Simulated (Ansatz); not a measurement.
The starting structures come from a database of crystals and need not be the phases stable at ambient conditions.

 Where the default PAW files enter, the runs use the earlier of Ansatz's two default sets.

Crystal: SrMg2FeH8 (P-3m1, not sure to be the ambient phase, 12 atoms a cell, 9.4 Å³ an atom); planes in its conventional cell.

Calculation: PBEsol (plane waves, PAW; Ansatz, an electronic-structure program).

The gap is the functional's own. No spin-orbit coupling. Mid-gap values are interpolated on the energy grid.

```json
[
 {"plane": "(001)", "area of the cell (Å²)": "17.3", "mid-gap κ (1/Å)": "0.39", "largest κ in the gap (1/Å)": "0.44"},
 {"plane": "(100)", "area of the cell (Å²)": "29.1", "mid-gap κ (1/Å)": "…", "largest κ in the gap (1/Å)": "…"}
]
```

### Question
The slowest decay depends on the direction. Supply the withheld values.

### Answer

- (100), mid-gap κ (1/Å): 0.33
- (100), largest κ in the gap (1/Å): 0.33
